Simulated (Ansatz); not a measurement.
**Ge: response to strain**

Take Ge (space group P6_3/mmc, No. 194; a = 3.995 Å, c = 6.599 Å; a cell from a computed database, its experimental status unchecked) as the base. Axes: x lies along a and z along c of the hexagonal cell.

Strains are applied to the cell and any free atomic positions relax; under biaxial strain the out-of-plane vector relaxes too.

Calculations: r2SCAN, PAW, 500 eV (Ansatz, a quantum-chemistry and plane-wave program; no spin-orbit coupling), earlier PAW set.

Computed cases, in order: biaxial strain −0.73 %, plane normal [001], relaxed out of plane; the unstrained base; biaxial strain +0.25 %, plane normal [001], relaxed out of plane; biaxial strain +0.72 %, plane normal [001], relaxed out of plane.

Problem. Between which two neighbouring cases does the band gap open or close?

Solution. Between biaxial strain +0.25 %, plane normal [001], relaxed out of plane (0.05 eV) and biaxial strain +0.72 %, plane normal [001], relaxed out of plane (zero). The whole series: biaxial strain −0.73 %, plane normal [001], relaxed out of plane: 0.23 eV; the unstrained base: 0.10 eV; biaxial strain +0.25 %, plane normal [001], relaxed out of plane: 0.05 eV; biaxial strain +0.72 %, plane normal [001], relaxed out of plane: zero.

No phonon test of stability was made. This is not the structure that Ge has at room temperature and ambient pressure. The zero or small gap of Ge can change with the level of theory.
